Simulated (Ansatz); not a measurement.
Voigt–Reuss–Hill shear modulus of B20 (FeSi-type) CoSi at several levels of theory

No measured value is used here.

```json
[
 {"level (code)": "LDA (Ansatz)", "value (GPa)": "133", "cell (Å³/atom)": "10.29"},
 {"level (code)": "PBE (Ansatz)", "value (GPa)": "116", "cell (Å³/atom)": "10.87"},
 {"level (code)": "PBEsol (Ansatz)", "value (GPa)": "128", "cell (Å³/atom)": "10.54"},
 {"level (code)": "r²SCAN (Ansatz)", "value (GPa)": "132", "cell (Å³/atom)": "10.53"}
]
```

The crystal itself was run without spin with LDA, PBE, PBEsol, r²SCAN; a magnetic state was not tried in these runs. Each level is taken at its own relaxed cell. Cutoffs differ between the levels. Ansatz's density-functional and Hartree–Fock values are scalar-relativistic unless marked +SOC, with PAW data made under PBE.

Ansatz is a program for electronic structure.
